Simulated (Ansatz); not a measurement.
# The (111) surface of silicon in its 1x1 cell, relaxed from an ideal cut (the real face may reconstruct), outermost plane spacing 0.79 Å in the ideal cut

Computed with PBE (plane waves to 420 eV, PAW; Ansatz, a first-principles code).

Model: 14-atom slab, 19.7 Å thick at the start, 8x8x1 mesh, Fermi-Dirac 0.025 eV, dipole correction, all atoms relaxed; symmetry of the start imposed; no spin (no spin-polarised run to compare, though such a face may carry moments), no spin-orbit, no U. The slab shows no gap on its mesh.

```yaml
surface energy (mean of both faces): 1.55 J/m²
surface_energy_before_relaxation: 1.63 J/m²
work_function_of_the_top_face: 4.59 eV
ionisation potential (bulk valence edge below the top vacuum level): 4.85 eV
energy_released_by_relaxation: 0.12 eV
cost: very roughly 50 core-seconds
```
